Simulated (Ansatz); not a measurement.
Consider W$_{2}$C (space group P-3m1, No. 164; a = 3.035 Å, c = 4.656 Å).

Level of theory: PBE-D3(BJ) (Ansatz, a program for electronic structure; PAW; 420 eV plane waves; no spin-orbit coupling).

For the base:

```
Item        Value
--------  -------
Pressure  0.0 GPa
Band gap     zero
```

It is then changed as follows: an isotropic linear strain of −1.47 %, atoms relaxed at fixed cell.

Problem. How does this affect the energy relative to the base, pressure, largest internal atomic displacement and band gap?

Solution. The energy goes up by 26 meV/atom; the pressure (mean of the normal stresses, compression positive) goes from zero to 16.3 GPa; the largest internal atomic displacement is 0.011 Å; the band gap is still zero.

No phonon test of stability was made. The final runs are not spin-polarised.
